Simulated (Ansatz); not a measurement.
BaZrO3: stress against strain

BaZrO3 (cubic perovskite, Pm-3m, 14.614 Å³/atom at rest) under an equal strain ε in the (111) plane with the normal axis free, as in a coherent film. PBEsol in Ansatz, a plane-wave DFT program (PAW, default set), 420 eV, 8×8×8 Γ-centred mesh, Fermi-Dirac smearing 0.05 eV; ions are relaxed within the symmetry of each cell. Stress is positive for a compressed cell.

Here s stands for strain and y for stress xx.

| strain (%) | stress xx (GPa) |
|---|---|
| -1.00 | 3.08 |
| -0.50 | 1.52 |
| 0.00 | -0.01 |
| 0.50 | -1.49 |
| 1.00 | -2.95 |
| 2.50 | ? |

### Question
Using a straight line, estimate the missing y at s = 2.50 from the other rows, showing the fit.

### Answer
Means: s 0, y 0.030. About the means, the sum of products is -7.5350 and the sum of squares of s is 2.5000; the slope is their ratio. Least squares gives y = 0.030 - 3.0140·s. Residuals (row less fit): 0.036, -0.017, -0.040, -0.013, 0.034; standard error 0.039 (degrees of freedom: 3). The slope gives the biaxial elastic modulus of this plane = 301 ± 2 GPa. At the withheld row, y = 0.030 - 3.0140 × 2.5 = -7.505 GPa. The calculation gives -7.12 GPa, 0.385 GPa above the prediction (3.8 % of the range of y in the table). The row lies outside the fitted rows, so this is an extrapolation. From the scatter of the fitted rows alone, a prediction at this place has a standard error of 0.075 GPa, so the miss is 5.1 times that.

One order more, fitted to all 11 runs of the series, follows each within 0.01, so the miss is the next term of a smooth law. The primitive cell can neither tilt nor turn polar against its symmetry, as such crystals can under strain. Rows are the converged runs of the series near zero and its far end; series whose fitted rows scatter by over a few per cent of the range, as at a crossing or softening among them, aren't shown in this form. Most that stay on the fit to the last digits aren't either.
